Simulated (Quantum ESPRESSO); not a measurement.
Input and output of a self-consistent single point for Ta5Sb4 (I4/m, 9 atoms in the cell) (Quantum ESPRESSO).

Computed with PBEsol, GBRV 1.5 ultrasoft (PBESOL) pseudopotentials (plane waves; Quantum ESPRESSO).

```
CELL_PARAMETERS angstrom
     -5.11785     5.11785     1.77125
      5.11785    -5.11785     1.77125
      5.11785     5.11785    -1.77125
ATOMIC_POSITIONS crystal
  Ta 0.00000 0.00000 0.00000
  Ta 0.31212 0.37078 0.68290
  Ta 0.37078 0.68788 0.05866
  Ta 0.68788 0.62922 0.31710
  Ta 0.62922 0.31212 0.94134
  Sb 0.05161 0.29588 0.34749
  Sb 0.29588 0.94839 0.24427
  Sb 0.94839 0.70412 0.65251
  Sb 0.70412 0.05161 0.75573
```

Reference input (self-consistent single point, DFT, PBEsol, plane waves, GBRV 1.5 ultrasoft (PBESOL) pseudopotentials): ecutwfc = 40 Ry; ecutrho = 320 Ry; occupations = smearing; smearing = fermi-dirac; degauss = 0.0073499 Ry; potentials = {Ta: ta_pbesol_v1.uspp.F.UPF, Sb: sb_pbesol_v1.4.uspp.F.UPF}; K_POINTS = automatic 7 7 7 0 0 0; conv_thr = 1e-09 Ry; mixing_beta = 0.5. This run's input differs from it in these lines:

```diff
@@ -13,4 +13,4 @@
     ntyp = 2
-    ecutwfc = 40
-    ecutrho = 320
+    ecutwfc = 52
+    ecutrho = 416
     occupations = 'smearing'
```

Log, with long lists cut:

```
     Self-consistent Calculation

     iteration #  1     ecut=    52.00 Ry     beta= 0.50

     negative rho (up, down):  4.833E-01 0.000E+00

     total energy              =   -1445.16252756 Ry
     estimated scf accuracy    <       5.02546538 Ry

     iteration #  2     ecut=    52.00 Ry     beta= 0.50

     negative rho (up, down):  4.852E-01 0.000E+00

     total energy              =   -1443.60135154 Ry
     estimated scf accuracy    <      27.95035534 Ry

     iteration #  3     ecut=    52.00 Ry     beta= 0.50

     negative rho (up, down):  4.874E-01 0.000E+00

     total energy              =   -1447.18011653 Ry
     estimated scf accuracy    <       0.83408697 Ry

   [... 8 blocks of this kind left out ...]

     iteration # 12     ecut=    52.00 Ry     beta= 0.50

     negative rho (up, down):  4.931E-01 0.000E+00

     total energy              =   -1447.31225807 Ry
     estimated scf accuracy    <          6.4E-09 Ry

     iteration # 13     ecut=    52.00 Ry     beta= 0.50

     negative rho (up, down):  4.931E-01 0.000E+00
     End of self-consistent calculation

     the Fermi energy is    16.1186 ev

!    total energy              =   -1447.31225807 Ry
     estimated scf accuracy    <          2.5E-10 Ry
     smearing contrib. (-TS)   =      -0.00874413 Ry
     internal energy E=F+TS    =   -1447.30351394 Ry

     convergence has been achieved in  13 iterations

     negative rho (up, down):  4.931E-01 0.000E+00

     Forces acting on atoms (cartesian axes, Ry/au):

     atom    1 type  1   force =     0.00000000    0.00000000    0.00000000
     atom    2 type  1   force =     0.00260830    0.00659604    0.00000000
     atom    3 type  1   force =    -0.00659604    0.00260830    0.00000000
     atom    4 type  1   force =    -0.00260830   -0.00659604    0.00000000
     atom    5 type  1   force =     0.00659604   -0.00260830    0.00000000
   [... lines left out ...]
     Total force =     0.014925     Total SCF correction =     0.000064
   [... lines left out ...]

     negative rho (up, down):  4.931E-01 0.000E+00
          total   stress  (Ry/bohr**3)                   (kbar)     P=       -6.90
  -0.00002712  -0.00000000  -0.00000000           -3.99       -0.00       -0.00
   0.00000000  -0.00002712   0.00000000            0.00       -3.99        0.00
   0.00000000  -0.00000000  -0.00008647            0.00       -0.00      -12.72

   JOB DONE.
```

The run converged in 13 iterations. Against the reference run the free energy drops by 28.4 meV/atom, the pressure goes from -1.50 to -0.69 GPa and the largest force stays at 0.182 eV/Å.

The starting cell comes from a database of published, mostly measured structures (it also holds non-ambient and calculated ones), without a prior relaxation at this level. Spin polarisation is off.

Cost on one core of a shared machine: roughly 20 min.
